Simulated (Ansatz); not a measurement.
Take SiC (space group P6_3mc, No. 186) as the base.

```yaml
crystal:
  lattice:
    - [3.07776, 0.00000, 0.00000]
    - [-1.53888, 2.66542, 0.00000]
    - [0.00000, 0.00000, 10.07734]
  atoms:
    - { symbol: Si, position: [0.00000, 0.00000, 0.00030] }
    - { symbol: Si, position: [0.00000, 0.00000, 0.50030] }
    - { symbol: Si, position: [0.66667, 0.33333, 0.75024] }
    - { symbol: Si, position: [0.33333, 0.66667, 0.25024] }
    - { symbol: C, position: [0.00000, 0.00000, 0.81287] }
    - { symbol: C, position: [0.00000, 0.00000, 0.31287] }
    - { symbol: C, position: [0.66667, 0.33333, 0.56221] }
    - { symbol: C, position: [0.33333, 0.66667, 0.06221] }
```

Cartesian axes are those of the cell as printed.

Level of theory: r2SCAN (Ansatz, a first-principles code), without spin-orbit coupling, earlier PAW set.

Base values:

| Property | Value |
|---|---|
| Smallest direct gap | 3.78 eV |
| Shortest interatomic distance | 1.883 Å |
| Valley order | M (1/2, 0, 0) 2.60 eV; H (1/3, 1/3, 1/2) 3.67 eV |

One thing is altered: the cell is compressed by 1.73 % along z with no lateral relaxation; the atoms relax in the strained cell.

### Question
Predict the new energy relative to the base.

### Answer
The energy increases by 5.7 meV/atom.

### Question
What happens to the smallest direct gap?

### Answer
The smallest direct gap rises by 0.06 eV, from 3.78 eV to 3.84 eV.

### Question
Estimate the effect on the shortest interatomic distance.

### Answer
The shortest interatomic distance falls by 0.0178 Å, from 1.883 Å to 1.866 Å.

### Question
How does this affect the valley order?

### Answer
The valley order (the lowest conduction-band minima on the path, energy above the VBM, named in the base's zone) goes from M (1/2, 0, 0) 2.60 eV; H (1/3, 1/3, 1/2) 3.67 eV to M (1/2, 0, 0) 2.59 eV; H (1/3, 1/3, 1/2) 3.71 eV.

Semilocal Kohn–Sham gaps tend to fall short of experiment. Whether these cells are dynamically stable was not tested.
